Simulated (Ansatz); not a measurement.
Take BeS in the rock salt structure (space group Fm-3m, No. 225; a = 4.590 Å; a hypothetical phase, not in the database extracts checked) as the base. Axes: x, y, z lie along the cube axes.

It is then changed as follows: tensor shear ε_yz = −3.56 % (engineering shear γ = -0.0712); the atoms relax in the strained cell.

Levels (all Ansatz, a first-principles code, PAW): PBEsol (420 eV, no spin-orbit coupling); r2SCAN (500 eV, without spin-orbit coupling).

The geometry is relaxed with PBEsol.

* **PBEsol lowest conduction level above the VBM at special points**: X 0.32 eV; T 0.50 eV; Σ₀ 1.29 eV; F₂ 1.29 eV
* **PBEsol gap character**: indirect, Γ–Y₀ (37 % along) → X
* **PBEsol pressure**: 0.33 GPa

Problem. How does going to r2SCAN change the lowest conduction level above the VBM at special points, gap character and pressure?

Solution. The lowest conduction level above the VBM at special points becomes X 0.69 eV; T 0.87 eV; Σ₀ 1.76 eV; F₂ 1.76 eV (PBEsol: X 0.32 eV; T 0.50 eV; Σ₀ 1.29 eV; F₂ 1.29 eV); the gap character stays indirect, Γ–Y₀ (37 % along) → X; the pressure rises by 3.40 GPa, from 0.33 GPa to 3.73 GPa.

Single points use the geometry relaxed with PBEsol. Their cutoffs differ, which shifts pressures a little. Whether these cells are dynamically stable was not tested. Labels are those of the standard path for the cell's own space group.
